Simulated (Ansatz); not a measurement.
The reference is SnS in the rock salt structure (space group Fm-3m, No. 225; a = 5.744 Å).

It is then changed as follows: a hydrostatic pressure of 10 GPa.

Levels (all Ansatz, a first-principles code, PAW): PBEsol (420 eV, no SOC); PBEsol+SOC (420 eV, noncollinear with spin-orbit coupling).

The geometry is relaxed with PBEsol.

- PBEsol pressure: 10.0 GPa

Task: What does PBEsol+SOC give at this geometry for the pressure?

Result: The pressure shrinks by 0.2 GPa to 9.8 GPa.

Single points use the geometry relaxed with PBEsol. The spin-orbit shifts are approximate. Load acts through the strain it causes; cell and atoms are relaxed under it. Whether these cells are dynamically stable was not tested. No other phases were tried under pressure. The runs without spin-orbit coupling are not spin-polarised.
